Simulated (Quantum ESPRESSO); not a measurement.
**Refining one setting for NbPd2 (Immm, 3 atoms in the cell)**

```yaml
crystal:
  lattice:
    - [1.41762, 1.97229, 4.22046]
    - [-1.41762, 1.97229, 4.22046]
    - [-1.41762, -1.97229, 4.22046]
  atoms:
    - { symbol: Nb, position: [0.00000, 0.00000, 0.00000] }
    - { symbol: Pd, position: [0.66658, 0.00000, 0.66658] }
    - { symbol: Pd, position: [0.33342, 0.00000, 0.33342] }
```

Level of theory: PBEsol, GBRV 1.5 ultrasoft (PBESOL) pseudopotentials (plane waves; Quantum ESPRESSO).

The starting cell comes from a database of computed structures (which also holds hypothetical and non-ambient phases and stackings), without a prior relaxation at this level. Spin polarisation is off. In the base run, with a pressure of about -6 GPa the cell is away from its equilibrium volume at this level.

Held fixed: ecutwfc = 40 Ry; ecutrho = 320 Ry; occupations = smearing; smearing = gauss; degauss = 0.0073499 Ry; potentials = {Nb: nb_pbesol_v1.uspp.F.UPF, Pd: pd_pbesol_v1.4.uspp.F.UPF}; K_POINTS = automatic 9 9 9 0 0 0; conv_thr = 1e-09 Ry.

ΔF is the free energy per atom less that of the last row (55).

| nbnd | ΔF (meV/atom) | pressure (GPa) | largest force (eV/Å) | bands | iterations |
|---|---|---|---|---|---|
| 23 | 33.9 | -5.31 | 0.077 | 23 | 27 |
| 24 | 0.00 | -6.12 | 0.097 | 24 | 13 |
| 25 | 0.00 | -6.11 | 0.097 | 25 | 11 |
| 27 | 0.00 | -6.11 | 0.097 | 27 | 12 |
| 31 | 0.00 | -6.11 | 0.097 | 31 | 12 |
| 39 | 0.00 | -6.11 | 0.097 | 39 | 11 |
| 55 | 0.00 | -6.11 | 0.097 | 55 | 12 |

Largest force within 0.005 eV/Å of the last row: from nbnd = 24 on; the one before it is off by 0.020 eV/Å. The value it settles on is 0.097 eV/Å at this level of theory and with the other settings as held.

Energy within 10 meV/atom of the last row: from nbnd = 24 on; the one before it is off by 34 meV/atom.
